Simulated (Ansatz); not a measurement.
Base system: PbSe in the rock salt structure (space group Fm-3m, No. 225; a = 6.178 Å). Axes: x, y, z lie along the cube axes.

Computed with r2SCAN (Ansatz, a program for electronic structure, PAW, scalar-relativistic without spin-orbit coupling).

Strains are applied to the cell and any free atomic positions relax.

One change was made to it. Results:

```tsv
quantity	base	after
valley order (the lowest conduction-band minima on the path, energy above the VBM, named in the base's zone)	L along ⟨111⟩ 0.67 eV; a point along ⟨110⟩, about 0.6 Å⁻¹ from Γ 1.46 eV	L along [1-11] 0.58 eV; L along [111] 0.67 eV; a point along [1-10], about 0.6 Å⁻¹ from Γ 1.34 eV; a point along [110], about 0.6 Å⁻¹ from Γ 1.50 eV
energy relative to the base (free energy F)	0 meV/atom	+0.5 meV/atom
```

Question: What was done to the base?
(A) tensor shear ε_xy = +2.00 %
(B) tensor shear ε_xy = +0.86 %
(C) tensor shear ε_xy = +1.71 %

Answer: B, tensor shear ε_xy = +0.86 %. For comparison, the valley order in the other runs: tensor shear ε_xy = +2.00 % gives L along [1-11] 0.46 eV; L along [111] 0.67 eV; a point along [1-10], about 0.6 Å⁻¹ from Γ 1.19 eV; a point along [110], about 0.6 Å⁻¹ from Γ 1.56 eV; tensor shear ε_xy = +1.71 % gives L along [1-11] 0.49 eV; L along [111] 0.67 eV; a point along [1-10], about 0.6 Å⁻¹ from Γ 1.23 eV; a point along [110], about 0.6 Å⁻¹ from Γ 1.55 eV.

Spin-orbit coupling, missing from the scalar runs, can matter with Pb. The levels and masses belong to the bands next to the band gap. Stability against distortions was not tested.
